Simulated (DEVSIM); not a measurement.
Structure: abrupt Si n-p junction, at 400 K.

Layer 1 from the left is Si, thickness (μm) 0.180, Nd (cm⁻³) 1.1e18, τn (s) 0.0001, τp (s) 0.0001. Layer 2 from the left is Si, thickness (μm) 0.410, Na (cm⁻³) 3.2e17, τn (s) 0.0001, τp (s) 0.0001.

Left contact: ohmic. Right contact: ohmic. Voltage is applied to the left contact. Recombination: SRH at mid-gap. Mobility is μmin + (μ − μmin)/(1 + (N/Nref)^α).

This is a model device: material constants are rounded textbook-type values typed into the input, and sizes, dopings and lifetimes were drawn at random. Values at 300 K; Nc and Nv go as T^1.5, mobilities as T to minus their exponent, the gap by Varshni's rule with the affinity fixed.

Si: gap (eV) 1.124, affinity (eV) 4.05, permittivity 11.7, Nc (cm⁻³) 2.86e19, Nv (cm⁻³) 3.1e19, μn (cm²/Vs) 1417, μp (cm²/Vs) 470, μn,min 52, μp,min 45, Nref,n 9.7e16, Nref,p 2.2e17, αn 0.68, αp 0.72, T exponent of μn 2.3, T exponent of μp 2.2, Varshni α (eV/K) 0.000473, Varshni β (K) 636.

DEVSIM, 1D drift-diffusion, Boltzmann statistics, complete ionisation; no tunnelling, impact ionisation, image-force lowering or self-heating.

Dark forward current:

```tsv
|V| (V)	|J| (A/cm²)
0.05	1.600e-5
0.10	8.385e-5
0.15	0.0003718
0.20	0.001594
0.25	0.006782
0.30	0.02880
0.35	0.1222
0.40	0.5181
0.45	2.196
0.50	9.297
0.55	39.28
0.60	164.8
0.65	674.1
0.70	2550
```

**Question.** Work out the local ideality factor n = ΔV / (kT/q · ln(J2/J1)) between the rows 0.15 and 0.20 V, 0.65 and 0.70 V.

**Answer.** kT/q = 34.47 mV. From 0.15 to 0.20 V: ln(0.001594/0.0003718) = 1.456, n = 1.00, near the 1 of diffusion or emission over a barrier. From 0.65 to 0.70 V: ln(2550/674.1) = 1.330, n = 1.09, near the 1 of diffusion or emission over a barrier.

**Question.** Estimate the current at 0.40 V from the Shockley equation with J0 = Σ q ni² D/(N L) coth(W/L), τ joining the SRH, radiative and Auger lifetimes that are on, and W taken as the whole layer.

**Answer.** ni² = 3.22e25 cm⁻⁶; holes in the n layer: μ = 77.8 cm²/Vs, D = 2.68 cm²/s, τ = 0.000100 s, L = 164 μm, W/L = 0.0011, term 7.00e-7 A/cm²; electrons in the p layer: μ = 243 cm²/Vs, D = 8.39 cm²/s, τ = 0.000100 s, L = 290 μm, W/L = 0.0014, term 3.30e-6 A/cm². J0 = 4.00e-6 A/cm², and J = J0 exp(qV/kT) = 0.439 A/cm². The simulation gives 0.518 A/cm²; the estimate lies 15 % below. The estimate leaves out recombination in the depletion region and that region's share of W.
